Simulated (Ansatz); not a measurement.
Base system: Nb in the bcc (W type) structure (space group Im-3m, No. 229; a = 3.248 Å; relaxed with 0.1 eV smearing). Axes: x, y, z lie along the cube axes.

Structures relaxed with LDA, PAW, 420 eV (Ansatz, a program for electronic structure; without spin-orbit coupling).

Base:

Simulated powder pattern, Cu Kα1, λ = 1.54056 Å (kinematic, ideal powder, no thermal factors, no anomalous dispersion; the 10 strongest lines at most, above 2 %, up to 2θ = 90°):

```json
[
 {"2θ (°)": "39.19", "I/Imax (%)": "100", "hkl": "(110)"},
 {"2θ (°)": "56.62", "I/Imax (%)": "17", "hkl": "(200)"},
 {"2θ (°)": "71.02", "I/Imax (%)": "33", "hkl": "(211)"},
 {"2θ (°)": "84.24", "I/Imax (%)": "11", "hkl": "(220)"}
]
```

After one change:

Simulated powder pattern, Cu Kα1, λ = 1.54056 Å (kinematic, ideal powder, no thermal factors, no anomalous dispersion; the 10 strongest lines at most, above 2 %, up to 2θ = 90°):

```
2θ (°)  I/Imax (%)
------  ----------
38.39           27
39.20          100
40.02           24
56.62          8.3
56.66           17
69.96           17
70.49          8.5
71.58          8.1
72.15           16
84.27           11
```

### Question
Which of these changes matches the shifts?
(A) tensor shear ε_xy = +1.43 %
(B) tensor shear ε_xy = +1.71 %
(C) tensor shear ε_xy = +2.00 %
(D) tensor shear ε_xy = +1.14 %

### Answer
C, tensor shear ε_xy = +2.00 %. Its volume per atom is 17.13 Å³ against 17.14 Å³, and its space group is Fmmm (No. 69).

The cells carry an imposed strain or load. Stability against distortions was not tested. All final runs are without spin polarisation.
